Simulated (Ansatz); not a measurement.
We consider Si (I4/mmm, No. 139, 4 atoms in the cell; start mp-999200; another form than the element's usual one), described by HSE06 (PAW; Ansatz, an electronic-structure program).

Numerical settings: plane-wave cutoff 460 eV, 8×8×8 k mesh, Fermi–Dirac smearing 0.01 eV, scalar-relativistic PAW data made under PBE.

Cell (relaxed with PBEsol):

Si is taken in the tetragonal space group I4/mmm (No. 139), Pearson symbol tI8. Cell: a = 6.645 Å, b = 6.645 Å, c = 3.837 Å, α = 90.00°, β = 90.00°, γ = 90.00°. Si on 8h is surrounded by 4 Si at 2.340–2.375 Å. (Neighbours: up to the widest gap in distance over summed covalent radii, below 1.35, at either atom.)
(The calculation used a cell of 4 atoms; values per cell refer to that cell.)

Q: What does this level give for the band gap, smallest direct gap on the k points sampled and direct gap at Γ?

A: 
- band gap = 0.76 eV (indirect)
- smallest direct gap on the k points sampled = 0.95 eV
- direct gap at Γ = 2.69 eV

Note: cell and atoms aren't relaxed at this level (pressure 0.3 GPa).

Computed values are for the static lattice.

Computing time: about 5 core-minutes (a rough figure).

A start named mp-… is a Materials Project structure, which need not be a measured phase.
